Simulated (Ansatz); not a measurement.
CsCl-type PdIn was calculated with rVV10 (plane waves, PAW; Ansatz, a program for electronic structure).

The input as run:

Ansatz 0.2 input:
```yaml
crystal:
  lattice:
    - [3.2838574784, 0.0, 0.0]
    - [0.0, 3.2838574784, 0.0]
    - [0.0, 0.0, 3.2838574784]
  atoms:
    - { symbol: In, position: [0.5, 0.5, 0.5] }
    - { symbol: Pd, position: [0.0, 0.0, 0.0] }
basis:
  ecutwfc: 520
  ecutrho_ratio: 4
  xc_grid: 2
kpoints:
  mp_grid: { grid: [18, 18, 18] }
hamiltonian:
  xc: { exchange: rpw86, correlation: pbe }
  dispersion: rvv10
  pseudopotentials: { kind: paw }
scf:
  occupations: { method: fermi_dirac, width: 0.05 }
  convergence: { dr2_threshold: 0.0000000002 }
output:
  forces: true
  stress: true
  eigenvalues: true
```

**Question.** How many irreducible k-points, plane waves at Γ does the program set up, and what pressure does the run end with?

**Answer.** 220 irreducible k-points, 949 plane waves at Γ; P = 4.91 GPa, so the cell is compressed on average and its volume would grow at this level.

From the output:

```
Crystal: 2 atoms, lattice volume = 35.412 Å³
Basis set: ecut = 520 eV, 949 PW (Γ), exchange–correlation on 50×50×50 points (8 copies of the dense FFT grid, shifted against one another)
Bands: 20, of which v1, the nominal top of the filled ones, is band 16 counted from 1 (15 counted from 0)
Symmetry: 48 space group operations
Space group: Pm-3m (ITA 221), of the structure as read, at distance tolerance 3.3e-5 Å
k-points: 220 of 5832
Functional: x = rpw86, c = pbe(β = 0.06672455060314922) + rvv10(b = 6.3, C = 0.0093)
SCF iter   1: F=—  HF=-12655.839373 eV  |F-HF|=—  |Δ(HF+E_count)|=         —  Δρ=5.41e-3  dr2=5.02e-3
SCF iter   2: F=—  HF=-12655.838595 eV  |F-HF|=—  |Δ(HF+E_count)|=   7.78e-4  Δρ=2.13e-3  dr2=6.61e-4
  ...
SCF iter   6: F=—  HF=-12655.838650 eV  |F-HF|=—  |Δ(HF+E_count)|=   3.10e-9  Δρ=2.65e-6  dr2=1.58e-9
SCF iter   7: F=-12655.838650 eV  HF=-12655.838650 eV  |F-HF|=2.36e-11  |Δ(HF+E_count)|=  5.66e-10  Δρ=2.89e-7  dr2=1.03e-11
SCF 1 converged in 7 iterations: F = -12655.838650 eV  dr2 = 1.03e-11
SCF converged after 7 iterations
Free energy (F): -12655.838650 eV
Internal energy: -12655.832002 eV  (E = F + TS)
E sigma→0 (E₀):  -12655.835326 eV
Fermi energy:    16.668303 eV
--- Forces (eV/Å), atoms counted from 1 ---
  atom   1  In     0.00000000    -0.00000000    -0.00000000
  atom   2  Pd     0.00000000    -0.00000000    -0.00000000
--- Stress (GPa, compression-positive) ---
        4.910214       0.000000       0.000000
        0.000000       4.910214       0.000000
        0.000000       0.000000       4.910214
  P = ⅓ Tr σ = 4.9102 GPa (49.102 kbar)
```

The cell is one volume of an energy–volume scan, off the minimum.

The PAW data were made under PBE.
